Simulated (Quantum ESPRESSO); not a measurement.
## Sensitivity of a calculation on Mg₁₄ZnNi (P-6m2, 16 atoms in the cell) to its settings

```
CELL_PARAMETERS angstrom
      6.25921     0.00000     0.00000
     -3.12961     5.42063     0.00000
      0.00000     0.00000     9.79588
ATOMIC_POSITIONS crystal
  Mg 0.99980 0.49990 0.00000
  Mg 0.50010 0.00020 0.00000
  Mg 0.50010 0.49990 0.00000
  Mg 0.99759 0.49879 0.50000
  Mg 0.50121 0.00241 0.50000
  Mg 0.50121 0.49879 0.50000
  Mg 0.15940 0.84060 0.25471
  Mg 0.68120 0.84060 0.74529
  Mg 0.15940 0.31880 0.25471
  Mg 0.15940 0.84060 0.74529
  Mg 0.68120 0.84060 0.25471
  Mg 0.15940 0.31880 0.74529
  Mg 0.66667 0.33333 0.24843
  Mg 0.66667 0.33333 0.75157
  Zn 0.00000 0.00000 0.00000
  Ni 0.00000 0.00000 0.50000
```

Base run A: LDA (PZ), GBRV 1.5 ultrasoft (LDA) pseudopotentials (Quantum ESPRESSO), self-consistent single point.

Its settings: ecutwfc = 50 Ry; ecutrho = 400 Ry; occupations = smearing; smearing = fd; degauss = 0.0036749 Ry; potentials = {Mg: mg_lda_v1.4.uspp.F.UPF, Zn: zn_lda_v1.uspp.F.UPF, Ni: ni_lda_v1.4.uspp.F.UPF}; K_POINTS = automatic 4 4 2 0 0 0; conv_thr = 1e-10 Ry.

The starting cell comes from a database of computed structures (which also holds hypothetical and non-ambient phases and stackings), without a prior relaxation at this level. Spin polarisation is off.

ΔF is the free energy per atom less that of run A. 

```csv
run,change,ΔF (meV/atom),pressure (GPa),largest force (eV/Å),k-points
A,base,0.00,-2.81,0.112,8
B,conv_thr: 1e-10 Ry → 7.3e-05 Ry,0.04,-3.18,0.175,8
C,lattice scaled by 1.03,49.6,-5.44,0.143,8
D,K_POINTS: automatic 4 4 2 0 0 0 → automatic 4 4 3 1 1 1,-0.07,-2.75,0.123,12
E,degauss: 0.0036749 Ry → 0.000146997 Ry,1.64,-2.79,0.121,8
F,smearing: fd → cold,1.79,-2.81,0.119,8
```

Run E against A: The free energy goes up by 1.6 meV/atom, the pressure hardly changes (-2.81 to -2.79 GPa) and the largest force goes from 0.112 to 0.121 eV/Å.

Run C against A: The free energy goes up by 49.6 meV/atom, the pressure goes from -2.81 to -5.44 GPa and the largest force goes from 0.112 to 0.143 eV/Å.
